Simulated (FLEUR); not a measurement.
FLEUR run on Tc₃Ni (P6_3/mmc, 8 atoms in the cell): self-consistent single point.

Level of theory: LDA (Perdew-Zunger), all-electron FLAPW (FLEUR), scalar-relativistic valence run with FLEUR.

The change in words: lattice scaled by 0.98. Reference geometry:
```xyz
8
Lattice="5.4168 0.0000 0.0000 -2.7084 4.6911 0.0000 0.0000 0.0000 4.3720" Properties=species:S:1:pos:R:3 pbc="T T T"
Ni     2.7084     1.5637     1.0930
Ni     0.0000     3.1274     3.2790
Tc     2.7084     3.1344     3.2790
Tc     0.0000     1.5567     1.0930
Tc    -1.3603     3.9127     1.0930
Tc     4.0686     0.7783     3.2790
Tc     1.3481     0.7783     3.2790
Tc     1.3603     3.9127     1.0930
```

Reference input (self-consistent single point, DFT, LDA (Perdew-Zunger), all-electron FLAPW (FLEUR), scalar-relativistic valence): Kmax = 4.2 1/bohr; GmaxXC = 14.7 1/bohr; xcFunctional = pz; jspins = 1; l_soc = F; mode = gauss; fermiSmearingEnergy = 0.00734986 Htr; mesh (inpgen div1-3) = 5 5 5; inpgen gamma flag = false; Gmax = 14.7 1/bohr; numbands = 0; maxIterBroyd = 15. This run's input differs from it in these lines:

```diff
@@ -3,6 +3,6 @@
 &input film=f /
-1.0000000000 0.0000000154 0.0000000000
--0.5000000133 0.8660253961 0.0000000000
-0.0000000000 0.0000000000 0.8071225929
-10.2362224392
+1.0000000000 -0.0000000027 0.0000000000
+-0.4999999977 0.8660254051 0.0000000000
+0.0000000000 0.0000000000 0.8071226106
+10.0314978642
 1.0 1.0 1.0
@@ -50,5 +50,5 @@
          <bravaisMatrix>
-            <row-1>   10.2362224392000005     0.0000001576378256     0.0000000000000000</row-1>
-            <row-2>   -5.1181113557417586     8.8648285924758881     0.0000000000000000</row-2>
-            <row-3>    0.0000000000000000     0.0000000000000000     8.2618863966282667</row-3>
+            <row-1>   10.0314978642000003    -0.0000000270850442     0.0000000000000000</row-1>
+            <row-2>   -5.0157489090275549     8.6875320016035911     0.0000000000000000</row-2>
+            <row-3>    0.0000000000000000     0.0000000000000000     8.0966487443814295</row-3>
          </bravaisMatrix>
```

The program printed (abridged):

```
 Iteration:     1   Distance:      12.19061019 me/bohr^3
 Iteration:     2   Distance:      10.19001151 me/bohr^3
 Iteration:     3   Distance:       8.44925923 me/bohr^3
 Iteration:     4   Distance:       3.85104305 me/bohr^3
 Iteration:     5   Distance:      19.82724903 me/bohr^3
   [... 11 lines left out ...]
 Iteration:    17   Distance:       0.00015368 me/bohr^3
 Iteration:    18   Distance:       0.00003674 me/bohr^3
 Iteration:    19   Distance:       0.00001490 me/bohr^3
 Iteration:    20   Distance:       0.00000529 me/bohr^3
 Reset of history
 Run finished successfully
 Stop message:
   Structural relaxation: new displacements generated

[file out, last iteration]
             iter=     21
[...]
          total density-effective poten   -4.6739984250E+04
          total charge density-energy d   -8.6923855877E+02
 Updated energy parameters for spin:           1
[...]
 fermi energy and band-weighting factors:
   [... 9 lines left out ...]

[...]
FERMIE:
          first approx. to ef    (T=0)  :   0.566801 htr   (energy of the highest occ. eigenvalue)
          number of occ. states  (T=0)  :        908
          first approx. to seigv (T=0)  : -46.347573 htr
          sum of weights of occ. states :  61.008000
          sum of semicore charge        :   0.000000 e
          fermi energy=   0.56836 har   work function= -15.46573 ev
   [... lines left out ...]
          total moment                 =     0.00000
 Direct bandgap for spin            1 :    7.6048626660204510E-003  Htr
 ---->    free energy=                    -28731.1178285488 htr
   [... lines left out ...]
      extrapolation for T->0
 ---->    total electron energy=          -28731.1178285488 htr
 ***** TOTAL FORCES ON ATOMS *****
 TOTAL FORCE FOR ATOM TYPE=  1  X= -5.016   Y=  2.896   Z=  2.024
                       FX_TOT= 0.000000 FY_TOT= 0.000000 FZ_TOT= 0.000000
 TOTAL FORCE FOR ATOM TYPE=  2  X=  0.000   Y= -2.883   Z= -2.024
                       FX_TOT= 0.000000 FY_TOT= 0.000268 FZ_TOT= 0.000000
```

The run converged in 20 iterations. FLEUR gives forces in its relaxation mode, with a further iteration, so its stop message speaks of a relaxation. Against the reference run the total energy drops by 71.3 meV/atom and the largest force goes from 0.176 to 0.014 eV/Å.

The starting cell comes from a database of computed structures (which also holds hypothetical and non-ambient phases and stackings), without a prior relaxation at this level. Its lattice was rescaled by a random factor within 2.5 % of one. For this run, on top of that: lattice scaled by 0.98. Spin polarisation is off. Values depend on the basis (sphere radii, cutoffs, local orbitals), which need not be converged. The log's line on a gap gives a spacing of levels on this mesh, which the program prints for metals too.

Cost on one core of a shared machine: roughly 3 min.
